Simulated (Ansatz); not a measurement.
Structures of equal composition on the (113) surface of germanium: 1 pair of surface atoms bonded, no caps; unpaired: 0 pairs of surface atoms bonded, no caps. The slabs share one bottom face, and each structure is named by its start. These are constructed structures in small cells; real faces may alloy, dewet or reconstruct in larger ones, and not all known structures of the face are among them. Slabs of about 14 Å with all that they carry, Fermi-Dirac smearing of 0.025 eV. Bottom of the slabs: built like the top, H on every dangling bond, free. Relaxed from the named starts with such symmetry as they have, on meshes of like density; energies extrapolated to zero smearing; no spin-orbit coupling, no U. Spin-polarised runs, if any, are marked in brackets, and their order is one that fits the cell; the others ran without spin. Where a second, spin-polarised start was run, the lower counts.

Calculation: PBE (plane waves to 420 eV, PAW; Ansatz, a first-principles code).

**Question.** Rank these by energy per 1x1 cell (lowest first), as PBE gives it.

**Answer.** 1 pair of surface atoms bonded, no caps (0.000 eV [spin start, no net moment], gap 0.37 eV on the mesh), unpaired: 0 pairs of surface atoms bonded, no caps (0.071 eV (1 Ge–Ge bonds formed), a narrow gap of 0.12 eV by band count)
